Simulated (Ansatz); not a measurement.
An Ansatz (a program for electronic structure) input (Ansatz, PBEsol, PAW, cutoff 420 eV, no SOC):

Ansatz 0.2 input:
```yaml
crystal:
  lattice:
    - [0, 2.8065254613, 2.8065254613]
    - [2.8065254613, 0, 2.8065254613]
    - [2.8065254613, 2.8065254613, 0]
  atoms:
    - { symbol: Mg, position: [0, 0, 0] }
    - { symbol: Se, position: [0.5, 0.5, 0.5] }
basis: { ecutwfc: 420, ecutrho_ratio: 4, xc_grid: 2, fft_grid_basis: typed }
kpoints: { mp_grid: { grid: [10, 10, 10] } }
hamiltonian:
  xc: pbesol
  dispersion: none
  pseudopotentials: { kind: paw }
scf: { occupations: { method: fermi_dirac, width: 0.05 }, convergence: { dr2_threshold: 0.0000000002 } }
relax: { f_tol: 0.005, max_steps: 50 }
output: { forces: true, stress: true }
checkpoint: { write: state.ck, write_every: 1000 }
```

Which symmetry and how many k-points will the program report, and about how many plane waves at Γ?

Space group Fm-3m (ITA 225) with 48 operations, k-points 47 of 1000, and 869 plane waves at Γ.

And the final pressure?

-4.78 GPa (compression positive).

The cells carry an imposed strain or load. Stability against distortions was not tested. The cell was made from MgSe in the rock salt structure (space group Fm-3m, No. 225) by this change: isotropic strain +3.00 %.
